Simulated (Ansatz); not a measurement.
Consider BP in the zinc blende structure (space group F-43m, No. 216; a = 4.537 Å).

Perturbation: a hydrostatic pressure of 60 GPa.

Levels (all Ansatz, a first-principles code, PAW): r2SCAN (500 eV, scalar-relativistic without spin-orbit coupling); HSE06 (420 eV, no SOC).

The geometry is relaxed with r2SCAN.

- r2SCAN lowest conduction level above the VBM at special points: X 1.00 eV; K 2.14 eV; U 2.14 eV; Γ 4.11 eV

Q: What does HSE06 give at this geometry for the lowest conduction level above the VBM at special points?

A: The lowest conduction level above the VBM at special points changes from X 1.00 eV; K 2.14 eV; U 2.14 eV; Γ 4.11 eV to X 1.55 eV; K 2.69 eV; U 2.69 eV; Γ 4.86 eV.

Single points use the geometry relaxed with r2SCAN. Their cutoffs differ, which shifts pressures a little. The hybrid gap comes from the SCF mesh plus the semilocal run's edge points and a few special points and is an upper bound. The levels and masses belong to the bands next to the band gap. Load acts through the strain it causes; cell and atoms are relaxed under it. Whether these cells are dynamically stable was not tested. No other phases were tried under pressure.
